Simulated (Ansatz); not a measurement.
Given:

```
CELL_PARAMETERS angstrom
      4.91497     0.00000     0.00000
     -2.45748     4.25649     0.00000
      0.00000     0.00000     5.43130
ATOMIC_POSITIONS crystal
  Si 0.46891 0.00000 0.00000
  Si 0.00000 0.46891 0.33333
  Si 0.53109 0.53109 0.66667
  O  0.58661 0.85583 0.78489
  O  0.14417 0.73078 0.11822
  O  0.26922 0.41339 0.45156
  O  0.73078 0.14417 0.21511
  O  0.41339 0.26922 0.88178
  O  0.85583 0.58661 0.54844
```

Space group of this cell: P3_121. The cell is taken as given.

Calculation: r2SCAN (plane waves, PAW; Ansatz, a quantum-chemistry and plane-wave program).

The current runs along the normal of the first two printed vectors; no spin-orbit coupling. Scaled by the factor s: all lengths (ions clamped). Meshes 12×12×6 and 12×12 across the current in all rows.

```
s     mean pressure (GPa)  slowest mid-gap decay constant κ (1/Å)
----  -------------------  --------------------------------------
0.98                 13.8                                   0.536
1.00                  0.0                                   0.515
1.02                -10.6                                       ?
```

Question: Take the slope of the slowest mid-gap decay constant κ against ln s from the two given rows, extrapolate to s = 1.02, and say what the run there gives.

Answer: Slope = (0.536 − 0.515) / ln 0.98 = -1.04 1/Å. The line gives 0.515 + (-1.04) × ln 1.02 = 0.494 1/Å. The run gives 0.494 1/Å, as the line does.
